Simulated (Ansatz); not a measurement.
The reference is BP in the zinc blende structure (space group F-43m, No. 216; a = 4.491 Å). Axes: x, y, z lie along the cube axes.

Computed with LDA (Ansatz, a quantum-chemistry and plane-wave program; PAW; 420 eV plane waves; no spin-orbit coupling).

It is then changed as follows: a pure shear with ε_xy = ε_yx = 0.0143, atoms relaxed at fixed cell.

Task: Predict the stress tensor and what it implies for the stiffness.

Result: Stress of the strained cell less that of the base (GPa, compression positive):
```
   0.16   -5.56    0.00
  -5.56    0.16    0.00
   0.00    0.00   -0.02
```

Then −Δσ/γ with γ = 2ε = 0.0286 gives secant stiffness values (nonlinear terms included at this strain): C66 ≈ 194 GPa.

As a check, the harmonic strain energy −½ V₀ Δσ:ε is 5.6 meV/atom; the computed energy rise is 5.6 meV/atom.

Whether these cells are dynamically stable was not tested.
